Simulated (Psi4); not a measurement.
Psi4 1.11, PBE0/def2-svp: B(CF3)(F)(Me) (CB(F)C(F)(F)F), 10 atoms. The geometry is a generated start, not checked to be a minimum at this level.

```yaml
task: energy
method: pbe0
basis: def2-svp
memory: 3 GB
maxiter: 100
keys_of_the_molecule_block: symmetry c1
scf_type: df (default)
guess: auto, which took SAD (default)
scf_initial_accelerator: adiis (default)
e_convergence: 1e-06 (default)
d_convergence: 1e-06 (default)
dft_radial_points: 75 (default)
dft_spherical_points: 302 (default)
basis_functions: 113
grid_points: 215191
```

```xyz
10

B      0.3532     0.0114     0.5260
C     -0.0900    -1.3519    -0.2719
F     -1.4284    -1.5471    -0.2223
F      0.4663    -2.4885     0.1826
F      0.2184    -1.2913    -1.5883
F      1.0533    -0.1563     1.6158
C     -0.0624     1.4258     0.0157
H     -0.8050     1.8570     0.6887
H     -0.4862     1.4262    -0.9835
H      0.7809     2.1146     0.0374
```

One run each on 2 threads. Values of diis_max_vecs tried: 3, 6, 10 (default), 20.

Q: How does the count of SCF iterations change with diis_max_vecs, and where is it least?

A: Fewest SCF iterations, within one of each other: 6 with 8, 10 (default) with 8, 20 with 8. The count rises to 12 at 3. All converge to one solution.

```csv
diis_max_vecs,SCF iterations,end
3,12,same solution
6,8,same solution
10 (default),8,same solution
20,8,same solution
```
